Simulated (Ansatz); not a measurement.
## Quick settings and what they miss: K₅Br₄Cl (I4/m, 10 atoms in the cell)

Self-consistent single point.

```
CELL_PARAMETERS angstrom
     -5.07815     5.07815     3.22252
      5.07815    -5.07815     3.22252
      5.07815     5.07815    -3.22252
ATOMIC_POSITIONS crystal
  K  0.40278 0.20748 0.61026
  K  0.59722 0.79252 0.38974
  K  0.20748 0.59722 0.80470
  K  0.79252 0.40278 0.19530
  K  0.00000 0.00000 0.00000
  Br 0.09894 0.29990 0.39884
  Br 0.90106 0.70010 0.60116
  Br 0.29990 0.90106 0.20096
  Br 0.70010 0.09894 0.79904
  Cl 0.50000 0.50000 0.00000
```

Method: LDA (PW92), default PAW files made with PBE (plane waves; Ansatz, a program for electronic structure).

Base settings: basis.ecutwfc = 420 eV; kpoints.mp_grid.grid = 3 3 3; kpoints.mp_grid.shift = 0.5 0.5 0.5; hamiltonian.xc = lda; hamiltonian.pseudopotentials = {kind: paw} (the program's default PAW files); scf.occupations.method = fixed.

Tight run (finer mesh or higher cutoff; not a proven limit): basis.ecutwfc: 420 eV → 590 eV; kpoints.mp_grid.grid: 3 3 3 → 5 5 5; scf.convergence.dr2_threshold: default (1e-07 eV) → 1e-09 eV. It gave top of the valence band (on the code's own zero) 1.12 eV; gap on the k-point mesh 4.43 eV; pressure -0.99 GPa; largest force (vector length) 0.018 eV/Å.

Quick runs, as changes from the base:
- A: the base itself
- B: basis.ecutwfc: 420 eV → 210 eV; kpoints.mp_grid.grid: 3 3 3 → 4 4 4; hamiltonian.xc: lda → pbesol [PBEsol]
- C: basis.ecutwfc: 420 eV → 250 eV; kpoints.mp_grid.grid: 3 3 3 → 1 1 1; scf.occupations.method: fixed → methfessel_paxton; scf.occupations.width: default → 0.2 eV
- D: basis.ecutwfc: 420 eV → 210 eV; kpoints.mp_grid.grid: 3 3 3 → 2 2 2; scf.occupations.method: fixed → fermi_dirac; scf.occupations.width: default → 0.272 eV

Dashes: energy of B, another energy zero.

Gaps are read on each run's own mesh, which may miss the band edges.

† marks runs with another functional, U, potentials or spin treatment: their distance from the tight run is not a convergence error alone.

The count of work is k-points × plane waves × bands × iterations; it is no time. 

Pressures in the table are Ansatz's without its Pulay estimate, at a fixed set of plane waves; the tight run's value above holds the estimate.

The starting cell comes from a database of computed structures (which also holds hypothetical and non-ambient phases and stackings), without a prior relaxation at this level. Its lattice was rescaled by a random factor within 2.5 % of one. The shifted mesh does not hold Γ, so a gap read on it misses any band edge there.

```
run  energy less tight (meV/atom)  pressure less tight (GPa)  largest miss in a force vector (eV/Å)  gap on the mesh less tight (eV)  count of work / tight
---  ----------------------------  -------------------------  -------------------------------------  -------------------------------  ---------------------
A                             0.8                      -0.01                                  0.000                            0.268                   0.13
B†                              –                     -12.46                                  0.007                            0.417                  0.091
C                           323.0                      -3.21                                  0.062                            1.342                  0.012
D                           684.1                     -14.95                                  0.010                            0.791                  0.029
```

Among the runs at the tight run's level, the energy misses run from 0.8 to 684.1 meV/atom.

Left out of this page: 2 runs of the series outside the window shown, repeating another row's setting, or not comparable.

Keys are those of Ansatz 0.2.
